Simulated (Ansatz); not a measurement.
Take ZrO$_{2}$ (space group P4_2/nmc, No. 137; a = 3.584 Å, c = 5.179 Å) as the base.

Now apply this change: cell and atoms relaxed at a pressure of 4.5 GPa.

Levels (all Ansatz, a first-principles code, PAW, earlier PAW set): PBEsol (420 eV, without spin-orbit coupling); r2SCAN (500 eV, no spin-orbit coupling); HSE06 (420 eV, no spin-orbit coupling); PBEsol+SOC (420 eV, with spin-orbit coupling).

One geometry, relaxed with PBEsol, under each level:

```csv
level,band gap,lowest conduction level above the VBM at special points,electron mass,pressure
PBEsol,4.01 eV,Γ 4.01 eV; X 4.46 eV; R 4.60 eV; Z 4.62 eV,"2.1 mₑ along c, 0.56 mₑ across (at Γ)",4.50 GPa
r2SCAN,4.62 eV,Γ 4.62 eV; X 5.03 eV; R 5.17 eV; Z 5.22 eV,–,8.42 GPa
HSE06,___,___,–,–
PBEsol+SOC,4.01 eV,Γ 4.01 eV; X 4.46 eV; R 4.59 eV; Z 4.62 eV,"2.1 mₑ along c, 0.56 mₑ across (at Γ)",4.49 GPa
```

**Question.** Give the withheld HSE06 results.

**Answer.** 
- HSE06, band gap: 5.73 eV
- HSE06, lowest conduction level above the VBM at special points: Γ 5.73 eV; X 6.17 eV; R 6.33 eV

Single points use the geometry relaxed with PBEsol. Their cutoffs differ, which shifts pressures a little. The hybrid gap comes from the SCF mesh plus the semilocal run's edge points and a few special points and is an upper bound. Differences between runs with and without spin-orbit coupling are approximate. Load acts through the strain it causes; cell and atoms are relaxed under it. Masses are band curvatures over ±0.01 Å⁻¹ around the edge. Whether these cells are dynamically stable was not tested. This is not the structure that ZrO2 has at room temperature and ambient pressure.
